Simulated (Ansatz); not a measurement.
Results of PBE (Ansatz, a program for electronic structure, plane waves, PAW) for ZrSi2 (Cmcm, No. 63).

Run with plane-wave cutoff 520 eV, 16×16×16 k mesh, Fermi–Dirac smearing 0.054 eV (set by the program), scalar-relativistic PAW data made under PBE.

Cell (relaxed at this level):

```cif
data_Si8Zr4
_chemical_formula_sum 'Zr4 Si8'
_space_group_name_H-M_alt 'Cmcm'
_space_group_IT_number 63
_space_group_name_Hall '-C 2c 2'
_cell_length_a 3.70613
_cell_length_b 14.77692
_cell_length_c 3.67969
_cell_angle_alpha 90.000
_cell_angle_beta 90.000
_cell_angle_gamma 90.000
loop_
_space_group_symop_operation_xyz
  'x, y, z'
  '-x, -y, -z'
  '-x, -y, z+1/2'
  'x, y, -z+1/2'
  'x, -y, -z'
  '-x, y, z'
  '-x, y, -z+1/2'
  'x, -y, z+1/2'
  'x+1/2, y+1/2, z'
  '-x+1/2, -y+1/2, -z'
  '-x+1/2, -y+1/2, z+1/2'
  'x+1/2, y+1/2, -z+1/2'
  'x+1/2, -y+1/2, -z'
  '-x+1/2, y+1/2, z'
  '-x+1/2, y+1/2, -z+1/2'
  'x+1/2, -y+1/2, z+1/2'
loop_
_atom_site_label
_atom_site_type_symbol
_atom_site_symmetry_multiplicity
_atom_site_Wyckoff_symbol
_atom_site_fract_x
_atom_site_fract_y
_atom_site_fract_z
_atom_site_occupancy
Zr1 Zr 4 c 0.00000 0.39472 0.25000 1
Si1 Si 4 c 0.00000 0.05324 0.25000 1
Si2 Si 4 c 0.00000 0.24973 0.75000 1
```
(The calculation used a cell of 6 atoms; values per cell refer to that cell.)

**Question.** Give the computed Voigt–Reuss–Hill bulk modulus, Voigt–Reuss–Hill shear modulus (Hill average), Young modulus and Poisson ratio.

**Answer.** 
- Voigt–Reuss–Hill bulk modulus = 125 GPa
- Voigt–Reuss–Hill shear modulus (Hill average) = 95.1 GPa
- Young modulus = 228 GPa
- Poisson ratio = 0.197

Note: the relaxation could not lower the start's symmetry, so the cell can be a saddle point above a distorted one.

Elastic constants are with the ions relaxed.
